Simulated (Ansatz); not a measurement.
System: interstitial Zn in beta Ga2O3 (charge state +2). Level of theory: PBE, PAW (plane waves to 420 eV; Ansatz, a first-principles code).

Cell of 120 host sites held at the relaxed PBE lattice; the Γ point alone; Fermi-Dirac width 0.01 eV, spin-restricted; finite-size errors left in. Energies are static. The charge state is imposed; whether it is stable for some Fermi level was not computed. Sites that were not tried may lie lower.

Barriers: single points on a 2×2×2 k-point mesh shifted by half a step at the bands' geometries.

Relaxed starting cell (atoms counted from 1):

```yaml
crystal:
  lattice:
    - [12.45496, 0.00000, 0.00000]
    - [0.00000, 9.25026, 0.00000]
    - [-2.78275, 0.00000, 11.42039]
  atoms:
    - { symbol: Ga, position: [0.09060, 0.99975, 0.39815] }
    - { symbol: Ga, position: [0.09249, 0.99975, 0.89948] }
    - { symbol: Ga, position: [0.09148, 0.33459, 0.39891] }
    - { symbol: Ga, position: [0.08939, 0.33395, 0.89569] }
    - { symbol: Ga, position: [0.09149, 0.66492, 0.39891] }
    - { symbol: Ga, position: [0.08937, 0.66554, 0.89569] }
    - { symbol: Ga, position: [0.40924, 0.16636, 0.10378] }
    - { symbol: Ga, position: [0.40195, 0.17289, 0.59830] }
    - { symbol: Ga, position: [0.41179, 0.49973, 0.10599] }
    - { symbol: Ga, position: [0.40912, 0.49974, 0.60171] }
    - { symbol: Ga, position: [0.40926, 0.83311, 0.10380] }
    - { symbol: Ga, position: [0.40191, 0.82657, 0.59831] }
    - { symbol: Ga, position: [0.15570, 0.16748, 0.15557] }
    - { symbol: Ga, position: [0.16609, 0.17138, 0.65947] }
    - { symbol: Ga, position: [0.15535, 0.49974, 0.15432] }
    - { symbol: Ga, position: [0.16153, 0.49975, 0.65857] }
    - { symbol: Ga, position: [0.15570, 0.83202, 0.15557] }
    - { symbol: Ga, position: [0.16605, 0.82812, 0.65948] }
    - { symbol: Ga, position: [0.33470, 0.99976, 0.33993] }
    - { symbol: Ga, position: [0.34283, 0.99972, 0.84473] }
    - { symbol: Ga, position: [0.33582, 0.33538, 0.34024] }
    - { symbol: Ga, position: [0.34327, 0.33510, 0.84612] }
    - { symbol: Ga, position: [0.33581, 0.66413, 0.34024] }
    - { symbol: Ga, position: [0.34326, 0.66437, 0.84612] }
    - { symbol: O, position: [0.16305, 0.99974, 0.05572] }
    - { symbol: O, position: [0.15969, 0.99974, 0.55701] }
    - { symbol: O, position: [0.16041, 0.33326, 0.05297] }
    - { symbol: O, position: [0.16922, 0.33538, 0.55480] }
    - { symbol: O, position: [0.16040, 0.66623, 0.05296] }
    - { symbol: O, position: [0.16922, 0.66412, 0.55480] }
    - { symbol: O, position: [0.33131, 0.16813, 0.44225] }
    - { symbol: O, position: [0.33964, 0.16626, 0.94609] }
    - { symbol: O, position: [0.33341, 0.49977, 0.44538] }
    - { symbol: O, position: [0.33992, 0.49974, 0.94892] }
    - { symbol: O, position: [0.33130, 0.83139, 0.44225] }
    - { symbol: O, position: [0.33965, 0.83320, 0.94611] }
    - { symbol: O, position: [0.17094, 0.99975, 0.28093] }
    - { symbol: O, position: [0.17519, 0.99973, 0.78368] }
    - { symbol: O, position: [0.17055, 0.33422, 0.28002] }
    - { symbol: O, position: [0.17693, 0.33613, 0.78449] }
    - { symbol: O, position: [0.17054, 0.66529, 0.28002] }
    - { symbol: O, position: [0.17691, 0.66336, 0.78449] }
    - { symbol: O, position: [0.32361, 0.16762, 0.21647] }
    - { symbol: O, position: [0.32761, 0.16812, 0.71985] }
    - { symbol: O, position: [0.32345, 0.49975, 0.21638] }
    - { symbol: O, position: [0.32951, 0.49974, 0.72008] }
    - { symbol: O, position: [0.32362, 0.83188, 0.21648] }
    - { symbol: O, position: [0.32759, 0.83134, 0.71986] }
    - { symbol: O, position: [0.49620, 0.99974, 0.12913] }
    - { symbol: O, position: [0.47958, 0.99972, 0.62382] }
    - { symbol: O, position: [0.49758, 0.33197, 0.13147] }
    - { symbol: O, position: [0.49577, 0.33251, 0.62703] }
    - { symbol: O, position: [0.49758, 0.66749, 0.13151] }
    - { symbol: O, position: [0.49576, 0.66697, 0.62705] }
    - { symbol: O, position: [0.00585, 0.16767, 0.37308] }
    - { symbol: O, position: [0.00478, 0.16572, 0.87026] }
    - { symbol: O, position: [0.00347, 0.49976, 0.37396] }
    - { symbol: O, position: [0.00124, 0.49974, 0.86840] }
    - { symbol: O, position: [0.00582, 0.83184, 0.37312] }
    - { symbol: O, position: [0.00476, 0.83379, 0.87028] }
    - { symbol: Ga, position: [0.57650, 0.16943, 0.38867] }
    - { symbol: Ga, position: [0.58965, 0.16794, 0.90526] }
    - { symbol: Ga, position: [0.58889, 0.49978, 0.39704] }
    - { symbol: Ga, position: [0.59122, 0.49974, 0.89900] }
    - { symbol: Ga, position: [0.57652, 0.83012, 0.38874] }
    - { symbol: Ga, position: [0.58966, 0.83151, 0.90529] }
    - { symbol: Ga, position: [0.90768, 0.99975, 0.10082] }
    - { symbol: Ga, position: [0.94844, 0.99976, 0.62141] }
    - { symbol: Ga, position: [0.90829, 0.33288, 0.10124] }
    - { symbol: Ga, position: [0.91069, 0.33540, 0.60297] }
    - { symbol: Ga, position: [0.90829, 0.66660, 0.10126] }
    - { symbol: Ga, position: [0.91066, 0.66409, 0.60297] }
    - { symbol: Ga, position: [0.65833, 0.99976, 0.16299] }
    - { symbol: Ga, position: [0.62913, 0.99970, 0.68448] }
    - { symbol: Ga, position: [0.65886, 0.33439, 0.15856] }
    - { symbol: Ga, position: [0.65703, 0.33554, 0.65731] }
    - { symbol: Ga, position: [0.65886, 0.66511, 0.15861] }
    - { symbol: Ga, position: [0.65702, 0.66393, 0.65733] }
    - { symbol: Ga, position: [0.84570, 0.17064, 0.33995] }
    - { symbol: Ga, position: [0.84425, 0.16645, 0.84164] }
    - { symbol: Ga, position: [0.84207, 0.49974, 0.34523] }
    - { symbol: Ga, position: [0.84077, 0.49972, 0.84471] }
    - { symbol: Ga, position: [0.84567, 0.82887, 0.34001] }
    - { symbol: Ga, position: [0.84422, 0.83301, 0.84166] }
    - { symbol: O, position: [0.66600, 0.16548, 0.05987] }
    - { symbol: O, position: [0.64908, 0.16039, 0.55162] }
    - { symbol: O, position: [0.66523, 0.49976, 0.05586] }
    - { symbol: O, position: [0.66310, 0.49976, 0.55382] }
    - { symbol: O, position: [0.66599, 0.83401, 0.05991] }
    - { symbol: O, position: [0.64907, 0.83922, 0.55170] }
    - { symbol: O, position: [0.85749, 0.99978, 0.45638] }
    - { symbol: O, position: [0.83551, 0.99974, 0.94164] }
    - { symbol: O, position: [0.83628, 0.33095, 0.44674] }
    - { symbol: O, position: [0.83430, 0.33156, 0.94350] }
    - { symbol: O, position: [0.83622, 0.66851, 0.44676] }
    - { symbol: O, position: [0.83431, 0.66789, 0.94352] }
    - { symbol: O, position: [0.67531, 0.16248, 0.28903] }
    - { symbol: O, position: [0.67138, 0.16451, 0.78418] }
    - { symbol: O, position: [0.67442, 0.49974, 0.28408] }
    - { symbol: O, position: [0.67390, 0.49974, 0.78170] }
    - { symbol: O, position: [0.67530, 0.83700, 0.28907] }
    - { symbol: O, position: [0.67141, 0.83494, 0.78423] }
    - { symbol: O, position: [0.82768, 0.99975, 0.22193] }
    - { symbol: O, position: [0.83542, 0.99975, 0.71109] }
    - { symbol: O, position: [0.82568, 0.33275, 0.21862] }
    - { symbol: O, position: [0.82277, 0.32838, 0.71455] }
    - { symbol: O, position: [0.82568, 0.66673, 0.21865] }
    - { symbol: O, position: [0.82276, 0.67111, 0.71457] }
    - { symbol: O, position: [0.99308, 0.16600, 0.12695] }
    - { symbol: O, position: [0.00649, 0.17833, 0.63331] }
    - { symbol: O, position: [0.99275, 0.49974, 0.12656] }
    - { symbol: O, position: [0.99739, 0.49976, 0.62867] }
    - { symbol: O, position: [0.99307, 0.83349, 0.12699] }
    - { symbol: O, position: [0.00645, 0.82117, 0.63328] }
    - { symbol: O, position: [0.49600, 0.99977, 0.36758] }
    - { symbol: O, position: [0.50688, 0.99972, 0.86919] }
    - { symbol: O, position: [0.49868, 0.33754, 0.37066] }
    - { symbol: O, position: [0.50583, 0.33355, 0.87318] }
    - { symbol: O, position: [0.49868, 0.66202, 0.37072] }
    - { symbol: O, position: [0.50583, 0.66591, 0.87320] }
    - { symbol: Zn, position: [0.74422, 0.99983, 0.53561] }
```
Cell charge +2.

End state 1 differs by these moves (Å; atoms that move under 0.08 Å are left out):

```csv
atom,element,Δx,Δy,Δz
1,Ga,0.08,-0.06,0.04
3,Ga,0.07,0.04,0.04
8,Ga,0.08,-0.06,0.04
12,Ga,0.07,0.04,0.04
26,O,0.10,-0.02,0.01
31,O,0.10,-0.02,0.01
50,O,0.17,-0.01,0.04
55,O,0.17,-0.01,0.04
61,Ga,-0.29,-0.03,-0.11
62,Ga,0.04,-0.02,-0.07
65,Ga,0.13,0.00,0.10
66,Ga,0.04,0.01,-0.07
67,Ga,0.04,-0.02,-0.07
68,Ga,-0.29,-0.03,-0.11
69,Ga,0.04,0.01,-0.07
70,Ga,0.13,0.00,0.10
74,Ga,0.37,-0.04,-0.28
79,Ga,0.37,-0.04,-0.28
86,O,-0.07,0.05,-0.09
90,O,0.17,-0.04,0.02
91,O,-0.07,0.05,-0.09
93,O,0.17,-0.04,0.02
97,O,-0.14,0.03,0.00
104,O,-0.14,0.03,0.00
110,O,-0.04,-0.11,-0.01
114,O,-0.06,0.07,-0.04
115,O,-0.04,-0.11,-0.01
117,O,-0.06,0.07,-0.04
121,Zn,0.34,1.54,-0.81
```

What is the computed forward and backward barriers to end state 1 (PBE, PAW)?

forward 0.29 eV, backward 0.29 eV; at the saddle point atom 121 has neighbours 2 O at 1.80 Å. The saddle point's order was not checked, and it lies on a symmetry element of the cell, where a band can be held.
